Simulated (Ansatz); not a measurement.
# SnTe, pressure series

Base system: SnTe in the rock salt structure (space group Fm-3m, No. 225; a = 6.235 Å).

Cell and atoms are relaxed at each pressure.

Computed with LDA/PAW in Ansatz (a first-principles code), no spin-orbit coupling.

Notes on the quantities. enthalpy: H = E + PV relative to the base's energy.

```csv
variant,lattice parameter a,enthalpy
base,6.235 Å,–
pressure 9 GPa,5.966 Å,+1.58 eV/atom
pressure 15 GPa,5.841 Å,+2.55 eV/atom
pressure 22.5 GPa,5.721 Å,+3.68 eV/atom
pressure 30 GPa,5.631 Å,+4.75 eV/atom
```

The mesh was chosen for an insulator and is coarse for the gapless case. Load acts through the strain it causes; cell and atoms are relaxed under it. Whether these cells are dynamically stable was not tested. Competing high-pressure phases were not computed. The final runs are not spin-polarised.
